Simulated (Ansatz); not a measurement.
Ta₃O₇F (space group Cmmm, No. 65; a cell from a computed database, its experimental status unchecked)

Ta₃O₇F is modelled in the orthorhombic space group Cmmm (No. 65), Pearson symbol oS22. Cell: a = 6.4416 Å, b = 10.6828 Å, c = 3.8450 Å, α = β = γ = 90.00°. Ta1 on 2a is surrounded by 6 O at 1.923–1.991 Å (octahedral). Ta2 on 4i sees 2 O at 1.927 Å and 4 O at 2.062–2.071 Å and 1 F at 2.116 Å. O1 on 8p is surrounded by 3 Ta at 1.991–2.071 Å. O2 on 2d sees 2 Ta at 1.923 Å (linear). O3 on 4j is coordinated by 2 Ta at 1.927 Å. F on 2b is coordinated by 2 Ta at 2.116 Å (linear). (Neighbours: up to the widest gap in distance over summed covalent radii, below 1.35, at either atom; cation-cation and far metal-metal contacts left out.)
(The calculation used a cell of 11 atoms; values per cell refer to that cell.)

Level of theory: PBEsol (Ansatz, an electronic-structure program; PAW; 420 eV plane waves; scalar-relativistic without spin-orbit coupling). Settings: 5×5×7 k-points, 0.05 eV Fermi–Dirac smearing.

| Quantity | Result |
|---|---|
| Volume per atom | 12.03 Å³ |
| Density | 8.46 g/cm³ |
| Band gap | 2.27 eV, indirect, T → S |
| Total energy | -3105.239 eV/atom (σ→0; compares only within this code and set-up) |

With Ta present, leaving out spin-orbit coupling can change the band edges. Whether these cells are dynamically stable was not tested.
